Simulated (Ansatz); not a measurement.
Consider Au in the fcc (Cu type) structure (space group Fm-3m, No. 225).

```
CELL_PARAMETERS angstrom
      0.00000     2.04167     2.04167
      2.04167     0.00000     2.04167
      2.04167     2.04167     0.00000
ATOMIC_POSITIONS crystal
  Au 0.00000 0.00000 0.00000
```

The values are results of plane-wave PAW DFT at the PBEsol level (Ansatz, an electronic-structure program, 420 eV), no SOC, earlier PAW set, not measurements.

For the base:

The lattice parameter a is 4.083 Å.

It is then changed as follows: cell and atoms relaxed at a pressure of 0.7 GPa.

Problem. Predict the new lattice parameter a.

Solution. The lattice parameter a falls by 0.005 Å to 4.078 Å.

Load acts through the strain it causes; cell and atoms are relaxed under it. Whether these cells are dynamically stable was not tested.
